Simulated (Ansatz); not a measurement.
# A computed series for CsSnI3: pressure series

Consider CsSnI$_{3}$ in the cubic perovskite structure (space group Pm-3m, No. 221; a = 6.130 Å).

Cell and atoms are relaxed at each pressure.

Method: PBEsol (Ansatz, a first-principles code, PAW, no SOC).

Question: Only one of these keeps a band gap. Which?
A) pressure 50 GPa
B) pressure 15 GPa
C) pressure 75 GPa
D) pressure −1 GPa
E) pressure 30 GPa

Answer: D, pressure −1 GPa. Computed: pressure 15 GPa: zero; pressure 50 GPa: zero; pressure 75 GPa: zero; pressure −1 GPa: 0.39 eV; pressure 30 GPa: zero

Spin-orbit coupling, missing from the scalar runs, can matter with I. Load acts through the strain it causes; cell and atoms are relaxed under it. No phonon test of stability was made. Competing high-pressure phases were not computed. All final runs are without spin polarisation. Many cubic perovskites are stable only at high temperature; tilts and polar distortions were not tested. A zero or small gap of CsSnI3 can be the functional's error rather than a property of the material.
